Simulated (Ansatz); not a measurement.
Cells marked so need not be the phases stable at ambient conditions, and some may be hypothetical.

The gap is the functional's own. No spin-orbit coupling. Mid-gap values are interpolated on the energy grid.

A. Ca(ZnAs)2 (P-3m1, not sure to be the ambient phase, 5 atoms a cell, 20.9 Å³ an atom, -2 GPa at this level), along the normal of (110)
B. Zr₃N₄ (I-43d, not sure to be the ambient phase, 14 atoms a cell, 11.1 Å³ an atom, -6 GPa at this level), along the normal of (001)
C. Sc₂ZnS₄ (Fd-3m, spinel, not sure to be the ambient phase, 14 atoms a cell, 20.7 Å³ an atom, -3 GPa at this level), along the normal of (110)
D. GaBO3 (R-3c, not sure to be the ambient phase, 10 atoms a cell, 8.6 Å³ an atom), along the normal of (100)

**Question.** Order them by mid-gap decay constant of the slowest evanescent state (highest first) at the level Ansatz (a quantum-chemistry and plane-wave program) with PBEsol.

**Answer.** D (0.34 1/Å), B (0.14 1/Å), C (0.08 1/Å), A (0.05 1/Å)
